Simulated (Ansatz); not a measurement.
**A series of runs on TiTeSe (P3m1, 3 atoms in the cell)**

```
CELL_PARAMETERS angstrom
      3.66892     0.00000     0.00000
     -1.83446     3.17737     0.00000
      0.00000     0.00000     6.60556
ATOMIC_POSITIONS crystal
  Ti 0.00000 0.00000 0.97872
  Te 0.66667 0.33333 0.25167
  Se 0.33333 0.66667 0.76962
```

Base run A: PBEsol, default PAW files made with PBE (Ansatz, a quantum-chemistry and plane-wave program), self-consistent single point.

Its settings: basis.ecutwfc = 420 eV; kpoints.mp_grid.grid = 10 10 5; hamiltonian.xc = pbesol; hamiltonian.pseudopotentials = {kind: paw} (the program's default PAW files); scf.occupations.method = gaussian; scf.occupations.width = 0.2 eV.

The starting cell comes from a database of computed structures (which also holds hypothetical and non-ambient phases and stackings), without a prior relaxation at this level. Its lattice was rescaled by a random factor within 2.5 % of one. Spin polarisation is off, so a magnetic state, if there is one, cannot be reached. Ansatz's pressure includes its estimate of the finite-basis (Pulay) stress.

ΔF is the free energy per atom less that of run A. 

Run A gave: pressure (GPa) -1.83; largest force (eV/Å) 0.146; TS (meV/atom) 7.1; k-points 58.

Runs:
- B: kpoints.mp_grid.grid, scf.occupations.width = 7 7 4, 0.03 eV
- C: kpoints.mp_grid.grid, scf.occupations.width = 7 7 4, 0.1 eV
- D: kpoints.mp_grid.grid, scf.occupations.width = 7 7 4, 0.3 eV
- E: kpoints.mp_grid.grid, scf.occupations.width = 8 8 4, 0.03 eV
- F: kpoints.mp_grid.grid, scf.occupations.width = 8 8 4, 0.1 eV
- G: kpoints.mp_grid.grid, scf.occupations.width = 8 8 4, 0.3 eV
- H: kpoints.mp_grid.grid, scf.occupations.width = 10 10 5, 0.03 eV
- I: kpoints.mp_grid.grid, scf.occupations.width = 10 10 5, 0.1 eV
- J: kpoints.mp_grid.grid, scf.occupations.width = 10 10 5, 0.3 eV
- K: kpoints.mp_grid.grid, scf.occupations.width = 11 11 6, 0.03 eV
- L: kpoints.mp_grid.grid, scf.occupations.width = 11 11 6, 0.1 eV
- M: kpoints.mp_grid.grid, scf.occupations.width = 11 11 6, 0.3 eV

Q: What does run L change against A?

A: The free energy rises by 2.9 meV/atom, the pressure moves little (-1.83 to -1.85 GPa) and the largest force goes from 0.146 to 0.136 eV/Å.

Q: What does run K change against A?

A: The free energy rises by 4.1 meV/atom, the pressure moves little (-1.83 to -1.86 GPa) and the largest force goes from 0.146 to 0.131 eV/Å.

| run | ΔF (meV/atom) | pressure (GPa) | largest force (eV/Å) | TS (meV/atom) | k-points |
|---|---|---|---|---|---|
| A | 0.00 | -1.83 | 0.146 | 7.1 | 58 |
| B | 3.9 | -1.84 | 0.104 | 0.2 | 28 |
| C | 3.1 | -1.82 | 0.106 | 1.6 | 28 |
| D | -4.1 | -1.80 | 0.156 | 17.0 | 28 |
| E | 3.9 | -1.82 | 0.099 | 0.3 | 35 |
| F | 2.9 | -1.82 | 0.111 | 2.0 | 35 |
| G | -4.5 | -1.81 | 0.160 | 16.4 | 35 |
| H | 4.1 | -1.84 | 0.113 | 0.3 | 58 |
| I | 2.9 | -1.84 | 0.131 | 2.3 | 58 |
| J | -4.4 | -1.82 | 0.162 | 15.9 | 58 |
| K | 4.1 | -1.86 | 0.131 | 0.3 | 84 |
| L | 2.9 | -1.85 | 0.136 | 2.2 | 84 |
| M | -4.3 | -1.82 | 0.164 | 16.2 | 84 |

Keys are those of Ansatz 0.2.
